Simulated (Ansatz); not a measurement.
Functionals compared on the (110) surface of tetragonal indium in its 1x1 cell, outermost plane spacing 2.35 Å in the ideal cut, in Ansatz (plane waves, PAW). The structure was relaxed with PBE; the other rows are single points on it, each with its references at the same level. Cutoff 420 eV (500 eV for r2SCAN).

Slab: 6 atoms, 11.8 Å thick at the start; k 11x11x1, smearing 0.1 eV, dipole-corrected; all atoms relaxed; symmetry of the start imposed; no spin, no spin-orbit, no U. These notes are the PBE run's.

```csv
functional,surface energy (J/m²),work function of the top face (eV),rough cost of the single point
PBE,0.34,3.87,–
LDA,?,?,very roughly 25 core-seconds
PBEsol,0.49,3.96,around 28 core-seconds (rough)
RPBE,0.23,3.75,very roughly 25 core-seconds
r2SCAN,0.39,4.02,about 50 core-seconds (a rough figure)
```

### Question
Some entries are withheld; supply them.

### Answer

- LDA, surface energy (J/m²): 0.55
- LDA, work function of the top face (eV): 4.14

Ansatz is a first-principles code.
